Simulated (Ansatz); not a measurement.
## HfS2, pressure series

Consider HfS2 in the CdI2 type structure (space group P-3m1, No. 164; layered, stacked along the Cartesian z axis).

```cif
data_HfS2
_chemical_formula_sum 'Hf1 S2'
_space_group_name_H-M_alt 'P 1'
_space_group_IT_number 1
_cell_length_a 3.60570
_cell_length_b 3.60570
_cell_length_c 5.76763
_cell_angle_alpha 90.000
_cell_angle_beta 90.000
_cell_angle_gamma 120.000
loop_
_space_group_symop_operation_xyz
  'x, y, z'
loop_
_atom_site_label
_atom_site_type_symbol
_atom_site_fract_x
_atom_site_fract_y
_atom_site_fract_z
_atom_site_occupancy
Hf1 Hf 0.00000 0.00000 0.00000 1
S1 S 0.33333 0.66667 0.25252 1
S2 S 0.66667 0.33333 0.74748 1
```

Cell and atoms are relaxed at each pressure.

Calculations: PBE-D3(BJ)/PAW in Ansatz (a program for electronic structure), spin-orbit coupling left out.

```json
[
 {"pressure (GPa)": "-1", "volume per atom (Å³/atom)": "22.501"},
 {"pressure (GPa)": "0", "volume per atom (Å³/atom)": "21.646"},
 {"pressure (GPa)": "0.3", "volume per atom (Å³/atom)": "21.455"},
 {"pressure (GPa)": "0.7", "volume per atom (Å³/atom)": "21.222"},
 {"pressure (GPa)": "1.5", "volume per atom (Å³/atom)": "20.829"},
 {"pressure (GPa)": "3", "volume per atom (Å³/atom)": "20.228"},
 {"pressure (GPa)": "5", "volume per atom (Å³/atom)": "?"},
 {"pressure (GPa)": "7.5", "volume per atom (Å³/atom)": "18.953"},
 {"pressure (GPa)": "10", "volume per atom (Å³/atom)": "18.415"}
]
```

Fit the third-order Birch–Murnaghan form P(V) = (3B₀/2)[(V₀/V)^(7/3) − (V₀/V)^(5/3)]·[1 + (3/4)(B₀′ − 4)((V₀/V)^(2/3) − 1)] (squares taken in P) to the rows shown and predict the withheld row.

Least squares on the printed values gives V₀ = 21.666 Å³/atom, B₀ = 32.8 GPa, B₀′ = 8.2; this predicts 19.569 Å³/atom, and the run gives 19.594 Å³/atom, 0.025 higher.

The mesh was chosen for an insulator and is coarse for the gapless case. Load acts through the strain it causes; cell and atoms are relaxed under it. Stability against distortions was not tested. Competing high-pressure phases were not computed. The final runs are not spin-polarised.
